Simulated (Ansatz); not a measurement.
A self-consistent single point of Sb (Im-3m, 1 atom in the cell) with Ansatz (a quantum-chemistry and plane-wave program).

Computed with LDA (PW92), default PAW files made with PBE (plane waves; Ansatz).

```
Sb
1.0
   -1.86198     1.86198     1.86198
    1.86198    -1.86198     1.86198
    1.86198     1.86198    -1.86198
Sb
1
Cartesian
  0.00000   0.00000   0.00000
```

Reference input (self-consistent single point, DFT, LDA (PW92), plane waves, default PAW files made with PBE): basis.ecutwfc = 420 eV; kpoints.mp_grid.grid = 12 12 12; hamiltonian.xc = lda; hamiltonian.pseudopotentials = {kind: paw} (the program's default PAW files); scf.occupations.method = gaussian; scf.occupations.width = 0.1 eV. This run's input differs from it in these lines:

Ansatz 0.2 input:
```diff
@@ -10,3 +10,3 @@
 kpoints:
-  mp_grid: { grid: [12, 12, 12] }
+  mp_grid: { grid: [20, 20, 20] }
 hamiltonian:
@@ -15,3 +15,3 @@
 scf:
-  occupations: { method: gaussian, width: 0.1 eV }
+  occupations: { method: fermi_dirac, width: 0.01 eV }
 output:
```

Log, with long lists cut:

```
SCF iter   1: F=—  HF=-6335.626580 eV  |F-HF|=—  |Δ(HF+E_count)|=         —  Δρ=6.81e-3  dr2=4.88e-3  ethr=1.77e-3  ⟨swp⟩=5.9  Hψ=18704  notcnv=0
all-band conjugate gradients solve this SCF's bands
preconditioner: auto → Kerker (q_TF=auto, 2.492 Å⁻¹)
SCF iter   2: F=—  HF=-6335.624350 eV  |F-HF|=—  |Δ(HF+E_count)|=   2.23e-3  Δρ=3.83e-3  dr2=1.61e-3  ethr=3.25e-5  ⟨swp⟩=2.0  Hψ=6383  notcnv=0  defer=68
   [... lines left out ...]
SCF iter   4: F=—  HF=-6335.623684 eV  |F-HF|=—  |Δ(HF+E_count)|=   5.44e-5  Δρ=2.47e-4  dr2=1.17e-5  ethr=7.52e-7  ⟨swp⟩=2.0  Hψ=5884  notcnv=0  defer=126
SCF iter   5: F=—  HF=-6335.623678 eV  |F-HF|=—  |Δ(HF+E_count)|=   6.29e-6  Δρ=1.02e-4  dr2=3.45e-6  ethr=7.80e-8  ⟨swp⟩=2.1  Hψ=4431  notcnv=0  defer=126
SCF iter   6: F=—  HF=-6335.623677 eV  |F-HF|=—  |Δ(HF+E_count)|=   8.71e-7  Δρ=4.49e-5  dr2=7.60e-7  ethr=2.30e-8  ⟨swp⟩=1.0  Hψ=2946  notcnv=0  defer=126
SCF iter   7: F=-6335.623676 eV  HF=-6335.623676 eV  |F-HF|=2.40e-8  |Δ(HF+E_count)|=   3.75e-7  Δρ=8.59e-6  dr2=2.07e-8  ethr=6.67e-10  ⟨swp⟩=4.4  Hψ=13647  notcnv=0
SCF 1 converged in 7 iterations: F = -6335.623676 eV  dr2 = 2.07e-8
Free energy (F): -6335.623676 eV
Internal energy: -6335.623320 eV  (E = F + TS)
E sigma→0 (E₀):  -6335.623498 eV
Entropy (-TS):   -0.000357 eV (-0.357 meV/atom)
Fermi energy:    11.941175 eV
--- Forces (eV/Å), atoms counted from 1 ---
  atom   1  Sb    -0.00000000     0.00000000    -0.00000000
--- Stress (GPa, compression-positive) ---
       -0.971100       0.000000      -0.000000
        0.000000      -0.971100       0.000000
        0.000000       0.000000      -0.971100
  P = ⅓ Tr σ = -0.9711 GPa (-9.711 kbar)
  The stress holds the Pulay correction. Without it, at fixed plane waves, as pw.x and ABINIT print it: P = -1.0138 GPa
```

The run converged in 7 iterations. Against the reference run the free energy goes up by 12.4 meV/atom and the pressure goes from -0.78 to -0.97 GPa.

The starting cell comes from a database of computed structures (which also holds hypothetical and non-ambient phases and stackings), without a prior relaxation at this level. Its lattice was rescaled by up to half a per cent. Ansatz's pressure includes its estimate of the finite-basis (Pulay) stress.
